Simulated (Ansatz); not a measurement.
Consider Re in the hcp (Mg type) structure (space group P6_3/mmc, No. 194; relaxed with 0.1 eV smearing).

```
Re
1.0
    2.75189     0.00000     0.00000
   -1.37595     2.38321     0.00000
    0.00000     0.00000     4.44007
Re
2
Direct
  0.66667   0.33333   0.75000
  0.33333   0.66667   0.25000
```

Cartesian axes are those of the cell as printed.

Method: DFT with PBEsol, PAW potentials and a 420 eV plane-wave cutoff in Ansatz (an electronic-structure program), without spin-orbit coupling.

Now apply this change: the cell is stretched by 1.50 % along z with no lateral relaxation; the atoms relax in the strained cell.

Problem. What does the calculation give for the energy relative to the base after the change?

Solution. The energy increases by 7.0 meV/atom.

Problem. How does this affect the stress?

Solution. The stress (xx, yy, zz, yz, xz, xy; compression positive) is (-3.3, -3.3, -10.1, 0.0, 0.0, 0.0) GPa.

No phonon test of stability was made. All final runs are without spin polarisation.
